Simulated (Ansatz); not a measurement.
Ansatz (an electronic-structure program), DFT, PBEsol, plane waves, its default PAW files: Rb2InAgF6, atoms displaced (from the phase in space group 225, mp-1110608) (F6Rb2AgIn), 10 atoms. Basis and mesh were picked for this test and aren't claimed converged.

| Item | Value |
|---|---|
| cell | 6.44, 6.44, 6.44 Å; 60, 60, 60° |
| distance to the nearest atom | 2.08 to 3.18 Å |
| task | single point |
| k mesh | 4×4×4 |
| hamiltonian.xc | pbesol |
| kind of files | paw |
| scf.occupations.method | fermi_dirac |
| scf.occupations.width | 0.05 eV |
| output.forces | true |
| binding of workers (--pin) | off |
| k-point pools (--kpoint-pools) | 1 |
| memory maximum (--max-ram) | 8GiB |
| accuracy | medium (default) |
| basis.precision | auto (default) |
| basis.xc_grid | 2 (default) |
| scf.eigensolver.kind | auto (default) |
| scf.mixing.algorithm | auto (default) |
| scf.mixing.preconditioner | auto (default) |
| scf.convergence.dr2_threshold | 1.88829e-07 (default) |
| scf.lower_state_search | light (default) |
| k-points after symmetry | 36 |
| bands at the start | 56 |
| electrons | 92 |
| plane waves at Γ | 3695 |
| cutoff (eV) | 420 |
| FFT grid | 45×45×45 |
| symmetry operations | 1 |

One run each. The counts of a restarted run leave out the earlier run.

All on 4 threads. Base settings, kept where nothing else is said: earlier_run = none (default) (scf.initial_density.chi_scale, scf.initial_density.normalization, checkpoint.read, checkpoint.density_extrapolation, kpoints.initial_grid not set). The settings tried:
- kpoints.initial_grid = auto
- scf.initial_density.chi_scale = 0.1
- checkpoint.read = first.ck, earlier_run = first_atom_moved_ang=0 orbitals_saved=true scf.convergence.dr2_threshold=0.001
- checkpoint.read = first.ck, earlier_run = first_atom_moved_ang=0.1 orbitals_saved=false, checkpoint.density_extrapolation = none
- checkpoint.read = first.ck, earlier_run = first_atom_moved_ang=0.03 orbitals_saved=false
- checkpoint.read = first.ck, earlier_run = first_atom_moved_ang=0 orbitals_saved=false kpoints.mp_grid.grid=2×2×2
- scf.initial_density.chi_scale = 0, scf.initial_density.normalization = cell
- checkpoint.read = first.ck, earlier_run = first_atom_moved_ang=0 orbitals_saved=false hamiltonian.xc=pbe
- the base settings
- checkpoint.read = first.ck, earlier_run = first_atom_moved_ang=0 orbitals_saved=false scf.convergence.dr2_threshold=0.001
- checkpoint.read = first.ck, earlier_run = first_atom_moved_ang=0.3 orbitals_saved=false
- checkpoint.read = first.ck, earlier_run = first_atom_moved_ang=0.1 orbitals_saved=false
- checkpoint.read = first.ck, earlier_run = first_atom_moved_ang=0.1 orbitals_saved=false, checkpoint.density_extrapolation = follow_atoms
- checkpoint.read = first.ck, earlier_run = first_atom_moved_ang=0.03 orbitals_saved=true, checkpoint.density_extrapolation = none

Task: Predict which of these converge in the fewest SCF iterations.

Result: Fewest SCF iterations, with those close behind: checkpoint.read = first.ck, earlier_run = first_atom_moved_ang=0 orbitals_saved=false scf.convergence.dr2_threshold=0.001 (4); checkpoint.read = first.ck, earlier_run = first_atom_moved_ang=0 orbitals_saved=true scf.convergence.dr2_threshold=0.001 (4); checkpoint.read = first.ck, earlier_run = first_atom_moved_ang=0 orbitals_saved=false kpoints.mp_grid.grid=2×2×2 (5); checkpoint.read = first.ck, earlier_run = first_atom_moved_ang=0.03 orbitals_saved=false (6); checkpoint.read = first.ck, earlier_run = first_atom_moved_ang=0.1 orbitals_saved=false (7); checkpoint.read = first.ck, earlier_run = first_atom_moved_ang=0.1 orbitals_saved=false, checkpoint.density_extrapolation = follow_atoms (7). Most among those that reach the base run's result: kpoints.initial_grid = auto (13); checkpoint.read = first.ck, earlier_run = first_atom_moved_ang=0.1 orbitals_saved=false, checkpoint.density_extrapolation = none (11); scf.initial_density.chi_scale = 0.1 (11); checkpoint.read = first.ck, earlier_run = first_atom_moved_ang=0.03 orbitals_saved=true, checkpoint.density_extrapolation = none (10); scf.initial_density.chi_scale = 0, scf.initial_density.normalization = cell (10). All converged. In the base run the program took: scf.mixing.algorithm MSR1, scf.eigensolver.kind band_cg, --slots 4.

| setting | SCF iterations | applications of H to a band | end |
|---|---|---|---|
| checkpoint.read = first.ck, earlier_run = first_atom_moved_ang=0 orbitals_saved=false scf.convergence.dr2_threshold=0.001 | 4 | 29569 | converged |
| checkpoint.read = first.ck, earlier_run = first_atom_moved_ang=0 orbitals_saved=true scf.convergence.dr2_threshold=0.001 | 4 | 20363 | converged |
| checkpoint.read = first.ck, earlier_run = first_atom_moved_ang=0 orbitals_saved=false kpoints.mp_grid.grid=2×2×2 | 5 | 31415 | converged |
| checkpoint.read = first.ck, earlier_run = first_atom_moved_ang=0.03 orbitals_saved=false | 6 | 33296 | converged |
| checkpoint.read = first.ck, earlier_run = first_atom_moved_ang=0.1 orbitals_saved=false | 7 | 36259 | converged |
| checkpoint.read = first.ck, earlier_run = first_atom_moved_ang=0.1 orbitals_saved=false, checkpoint.density_extrapolation = follow_atoms | 7 | 36259 | converged |
| the base settings | 8 | 36468 | converged |
| checkpoint.read = first.ck, earlier_run = first_atom_moved_ang=0 orbitals_saved=false hamiltonian.xc=pbe | 8 | 38755 | converged |
| checkpoint.read = first.ck, earlier_run = first_atom_moved_ang=0.3 orbitals_saved=false | 9 | 41101 | converged |
| scf.initial_density.chi_scale = 0, scf.initial_density.normalization = cell | 10 | 41669 | converged |
| checkpoint.read = first.ck, earlier_run = first_atom_moved_ang=0.03 orbitals_saved=true, checkpoint.density_extrapolation = none | 10 | 43845 | converged |
| scf.initial_density.chi_scale = 0.1 | 11 | 55564 | converged |
| checkpoint.read = first.ck, earlier_run = first_atom_moved_ang=0.1 orbitals_saved=false, checkpoint.density_extrapolation = none | 11 | 48485 | converged |
| kpoints.initial_grid = auto | 13 | 39244 | converged |

Keys are those of Ansatz 0.2.
